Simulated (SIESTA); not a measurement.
```xyz
6
Lattice="3.5562 0.0000 0.0000 0.0000 3.5562 0.0000 0.0000 0.0000 5.1693" Properties=species:S:1:pos:R:3 pbc="T T T"
Hf     1.7781     1.7781     2.5846
Hf     0.0000     0.0000     0.0000
O      0.0000     1.7781     3.6041
O      0.0000     1.7781     1.0194
O      1.7781     0.0000     4.1498
O      1.7781     0.0000     1.5652
```

Method: GGA PBE+U, numerical atomic orbitals DZP, PseudoDojo PBE standard norm-conserving potentials (rewritten from UPF to PSML) in SIESTA 5.4.2.

The set-up and first iterations of a SIESTA log for HfO2 (P4_2/nmc, 6 atoms in the cell):

```
reinit: Reading from file input.fdf

reinit: System Name: HfO2
reinit: System Label: HfO2

coor:   Atomic-coordinates input format  =     Cartesian coordinates
coor:                                          (in Angstroms)

siesta: Atomic coordinates (Bohr) and species
siesta:      3.36016   3.36016   4.88426  1        1
siesta:      0.00000   0.00000   0.00000  1        2
siesta:      0.00000   3.36016   6.81070  2        3
siesta:      0.00000   3.36016   1.92645  2        4
siesta:      3.36016   0.00000   7.84206  2        5
siesta:      3.36016   0.00000   2.95781  2        6

siesta: System type = bulk

initatomlists: Number of atoms, orbitals, and projectors:      6    90   116

siesta: ******************** Simulation parameters ****************************
redata: Spin configuration                          = none
redata: Time-Reversal Symmetry                      = T
redata: Number of Atomic Species                    =        2
   [... lines left out ...]
diag: Orthogonalization factor                      =  0.100E-05
diag: Memory factor                                 =  1.0000

superc: Internal auxiliary supercell:     5 x     5 x     5  =     125
superc: Number of atoms, orbitals, and projectors:    750  11250  14500

                        Single-point calculation

superc: Internal auxiliary supercell:     5 x     5 x     5  =     125
superc: Number of atoms, orbitals, and projectors:    750  11250  14500

outcell: Unit cell vectors (Ang):
        3.556241    0.000000    0.000000
        0.000000    3.556241    0.000000
        0.000000    0.000000    5.169274

outcell: Cell vector modules (Ang)   :    3.556241    3.556241    5.169274
outcell: Cell angles (23,13,12) (deg):     90.0000     90.0000     90.0000
outcell: Cell volume (Ang**3)        :     65.3750
new_DM -- step:     1
Initializing Density Matrix...

Attempting to read DM from file... Failed...
DM filled with atomic data:

InitMesh: MESH = 40 x 40 x 54 = 86400
InitMesh: Mesh cutoff (required, used) =   300.000   301.599 Ry
hubbard_term: recalculating local occupations    1
hubbard_term: maximum change in local occup.    0.427634
hubbard_term: recalculating Hamiltonian

stepf: Fermi-Dirac step function
hubbard_term: recalculating local occupations    1
hubbard_term: maximum change in local occup.    0.093797
hubbard_term: recalculating Hamiltonian
        iscf     Eharris(eV)        E_KS(eV)     FreeEng(eV)     dDmax    Ef(eV) dHmax(eV)
   scf:    1    -4840.659621    -4860.456979    -4860.456979  1.549699 -2.252423  9.514781
   scf:    2    -4878.199819    -4871.214235    -4871.214235  0.226075 -4.155160  4.029370
   scf:    3    -4873.030440    -4872.686475    -4872.686475  0.143918 -2.422936  0.986658
   scf:    4    -4872.647820    -4872.681381    -4872.681381  0.060515 -2.889033  0.517072
   scf:    5    -4872.682923    -4872.736797    -4872.736797  0.040611 -3.253684  0.347941
   scf:    6    -4872.747462    -4872.738416    -4872.738416  0.015152 -3.120385  0.043838
hubbard_term: recalculating local occupations    2
hubbard_term: maximum change in local occup.    0.093936
hubbard_term: recalculating Hamiltonian
   scf:    7    -4872.536081    -4872.537946    -4872.537946  0.002084 -3.105389  0.276255
hubbard_term: recalculating local occupations    3
hubbard_term: maximum change in local occup.    0.000042
   scf:    8    -4872.538031    -4872.538217    -4872.538217  0.000204 -3.103674  0.277110
hubbard_term: recalculating local occupations    4
hubbard_term: maximum change in local occup.    0.000037
   scf:    9    -4872.538207    -4872.538183    -4872.538183  0.000013 -3.103662  0.276936
hubbard_term: recalculating local occupations    5
hubbard_term: maximum change in local occup.    0.000049
   scf:   10    -4872.538204    -4872.538259    -4872.538259  0.000075 -3.103039  0.277132
   [... lines left out ...]
```

### Question
Will this run converge, and how will it end?

### Answer
The run converged in 28 iterations. Its thresholds were met; that alone does not show that basis and mesh suffice. It ends on: free energy E − TS -4872.5498 eV; top of the valence band (on the code's own zero) -5.82 eV; gap on the k-point mesh 5.13 eV; pressure 17.03 GPa; largest force (vector length) 0.753 eV/Å; Hubbard energy 6.544 eV. The log goes on:

```
   scf:   20    -4872.548567    -4872.548566    -4872.548566  0.000122 -3.011269  0.001777
hubbard_term: recalculating local occupations   16
   [... lines left out ...]
   scf:   25    -4872.548554    -4872.548554    -4872.548554  0.000024 -3.012293  0.000344
hubbard_term: recalculating local occupations   21
hubbard_term: maximum change in local occup.    0.000185
   scf:   26    -4872.548560    -4872.548560    -4872.548560  0.000016 -3.012372  0.000238
hubbard_term: recalculating local occupations   22
hubbard_term: maximum change in local occup.    0.000185
   scf:   27    -4872.548566    -4872.548566    -4872.548566  0.000011 -3.012433  0.000166
hubbard_term: recalculating local occupations   23
hubbard_term: maximum change in local occup.    0.000185
   scf:   28    -4872.548570    -4872.548570    -4872.548570  0.000007 -3.012472  0.000119
SCF Convergence by DM+H criterion
max |DM_out - DM_in|         :     0.0000066253
max |H_out - H_in|      (eV) :     0.0001193789
DFT+U population converged by dTol_pop criteria:
max |pop(DFT+U)_i - pop(DFT+U)_j|:     0.0001850921
SCF cycle converged after 28 iterations

Using DM_out to compute the final energy and forces
hubbard_term: recalculating local occupations   24
hubbard_term: maximum change in local occup.    0.000185
hubbard_term: recalculating Hamiltonian and forces

siesta: E_KS(eV) =            -4872.5498

siesta: E_KS - E_eggbox =     -4872.5498

siesta: Atomic forces (eV/Ang):
     1    0.000000    0.000000    0.000000
     2    0.000000   -0.000000   -0.000000
     3    0.000000    0.000000    0.752558
     4    0.000000    0.000000    0.752558
     5    0.000000    0.000000   -0.752558
     6    0.000000   -0.000000   -0.752558
   Tot    0.000000   -0.000000    0.000000
   Max    0.752558
   Res    0.354759    sqrt( Sum f_i^2 / 3N )
   [... lines left out ...]
siesta: FreeEng =     -4872.549842
siesta: Cell volume =         65.375033 Ang**3
siesta:         170.34015574        177.05070891  kBar
   [... lines left out ...]
              0.007   0.005   0.007   0.008   0.006
   4  6.637   1.753  -0.004   1.716   1.774   1.765  -0.115  -0.145  -0.139
   [... 5 lines left out ...]

mulliken: Qtot =       48.000

Mulliken Atomic Populations:
Atom #   charge [q] valence [e]  Species
     1     1.274135   10.725865  Hf
     2     1.274135   10.725865  Hf
     3    -0.637068    6.637068  O
     4    -0.637068    6.637068  O
     5    -0.637068    6.637068  O
     6    -0.637068    6.637068  O
 Total    -0.000000
```

For comparison: a first run (DFT, GGA PBE, numerical atomic orbitals DZP, PseudoDojo PBE standard norm-conserving potentials (rewritten from UPF to PSML)) was changed to give this one (DFTU.ProjectorGenerationMethod: default → 2; DFTU.CutoffNorm: default → 0.9; DFTU.FirstIteration: default → true; DFTU.proj: default → [Hf 1, n=5 2, 3.00 0.00, 0.00 0.00]), and from it to this one the pressure goes from 11.62 to 17.03 GPa, the largest force goes from 0.376 to 0.753 eV/Å and the gap on the mesh goes from 4.550 to 5.127 eV.

The starting cell comes from a database of computed structures (which also holds hypothetical and non-ambient phases and stackings), without a prior relaxation at this level. Its lattice was rescaled by a random factor within 2.5 % of one. Spin-orbit coupling is off. Spin polarisation is off. The U value is a test value, and with U on an open shell several self-consistent states can exist. Values carry the incompleteness of an atom-centred basis. With a pressure of about 17 GPa the cell is away from its equilibrium volume at this level.

The run was DFT, GGA PBE+U, numerical atomic orbitals DZP, PseudoDojo PBE standard norm-conserving potentials (rewritten from UPF to PSML). Main settings of its input:

```
setting                                           value
------------------------------  -----------------------
XC.functional                                       GGA
XC.authors                                          PBE
potentials                      PseudoDojo PBE standard
PAO.BasisSize                                       DZP
PAO.EnergyShift                                 0.01 Ry
MeshCutoff                                       300 Ry
kgrid.MonkhorstPack                               5 5 4
OccupationFunction                                   FD
ElectronicTemperature                          580.23 K
DFTU.ProjectorGenerationMethod                        2
DFTU.CutoffNorm                                     0.9
DFTU.FirstIteration                                true
```
